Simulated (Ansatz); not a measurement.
Start from BeS in the zinc blende structure (space group F-43m, No. 216; a = 4.8686 Å). Axes: x, y, z lie along the cube axes.

Computed with Kohn–Sham DFT with the r2SCAN functional, run in Ansatz (a program for electronic structure) with PAW and 500 eV plane waves, no SOC.

Strains are applied to the cell and any free atomic positions relax; under biaxial strain the out-of-plane vector relaxes too; under stress the whole cell relaxes.

One change was made to it. Results:

| quantity | base | after |
|---|---|---|
| volume per atom | 14.42 Å³ | 14.04 Å³ |
| energy relative to the base (free energy F) | 0 meV/atom | +26 meV/atom |
| smallest direct gap | 6.22 eV | 5.92 eV |

Name the change that was made.
(A) uniaxial strain ε_xx = −1.09 %
(B) tensor shear ε_xy = −2.97 %
(C) isotropic strain −0.90 %
(D) uniaxial stress, 8 GPa compression along z
(E) biaxial strain −4.70 %, plane normal [001], relaxed out of plane

D, uniaxial stress, 8 GPa compression along z. For comparison, the energy relative to the base in the other runs: uniaxial strain ε_xx = −1.09 % gives +0.9 meV/atom; isotropic strain −0.90 % gives +3.3 meV/atom; tensor shear ε_xy = −2.97 % gives +14 meV/atom; biaxial strain −4.70 %, plane normal [001], relaxed out of plane gives +40 meV/atom.

Stability under load was not tested beyond the relaxation.
